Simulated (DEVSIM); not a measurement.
Structure: abrupt Si n-p junction, at 300 K.

Layer 1 from the left is Si, thickness (μm) 1.20, Nd (cm⁻³) 3.4e17, τn (s) 1.3e-7, τp (s) 1.3e-7. Layer 2 from the left is Si, thickness (μm) 25.0, Na (cm⁻³) 9.7e17, τn (s) 1.3e-7, τp (s) 1.3e-7.

Left contact: ohmic. Right contact: ohmic. Voltage is applied to the left contact. Recombination: SRH at mid-gap. Mobility is μmin + (μ − μmin)/(1 + (N/Nref)^α).

Constants are typed, rounded textbook-type inputs, not results; the design itself was drawn at random and stands for no fabricated device. Values at 300 K.

Si: gap (eV) 1.124, affinity (eV) 4.05, permittivity 11.7, Nc (cm⁻³) 2.86e19, Nv (cm⁻³) 3.1e19, μn (cm²/Vs) 1417, μp (cm²/Vs) 470, μn,min 52, μp,min 45, Nref,n 9.7e16, Nref,p 2.2e17, αn 0.68, αp 0.72.

DEVSIM, 1D drift-diffusion, Boltzmann statistics, complete ionisation; no tunnelling, impact ionisation, image-force lowering or self-heating.

Dark forward current:

| |V| (V) | |J| (A/cm²) |
|---|---|
| 0.05 | 4.878e-9 |
| 0.10 | 1.720e-8 |
| 0.15 | 5.086e-8 |
| 0.20 | 1.463e-7 |
| 0.25 | 4.324e-7 |
| 0.30 | 1.385e-6 |
| 0.35 | 5.155e-6 |
| 0.40 | 2.342e-5 |
| 0.45 | 0.0001280 |
| 0.50 | 0.0007899 |
| 0.55 | 0.005190 |
| 0.60 | 0.03508 |
| 0.65 | 0.2398 |
| 0.70 | 1.639 |
| 0.75 | 10.87 |
| 0.80 | 60.99 |
| 0.85 | 220.7 |
| 0.90 | 503.6 |
| 0.95 | 875.7 |
| 1.00 | 1318 |
| 1.05 | 1826 |
| 1.10 | 2401 |

Work out the local ideality factor n = ΔV / (kT/q · ln(J2/J1)) between the rows 0.15 and 0.20 V, 0.60 and 0.65 V, 1.05 and 1.10 V.

kT/q = 25.85 mV. From 0.15 to 0.20 V: ln(1.463e-7/5.086e-8) = 1.057, n = 1.83. From 0.60 to 0.65 V: ln(0.2398/0.03508) = 1.922, n = 1.01, near the 1 of diffusion or emission over a barrier. From 1.05 to 1.10 V: ln(2401/1826) = 0.274, n = 7.07.

Estimate the current at 0.60 V from the Shockley equation with J0 = Σ q ni² D/(N L) coth(W/L), τ joining the SRH, radiative and Auger lifetimes that are on, and W taken as the whole layer.

ni² = 1.16e20 cm⁻⁶; holes in the n layer: μ = 224 cm²/Vs, D = 5.80 cm²/s, τ = 1.30e-7 s, L = 8.69 μm, W/L = 0.14, term 2.66e-12 A/cm²; electrons in the p layer: μ = 288 cm²/Vs, D = 7.44 cm²/s, τ = 1.30e-7 s, L = 9.84 μm, W/L = 2.5, term 1.47e-13 A/cm². J0 = 2.80e-12 A/cm², and J = J0 exp(qV/kT) = 0.0337 A/cm². The simulation gives 0.0351 A/cm²; the estimate lies 3.9 % below. The estimate leaves out recombination in the depletion region and that region's share of W.
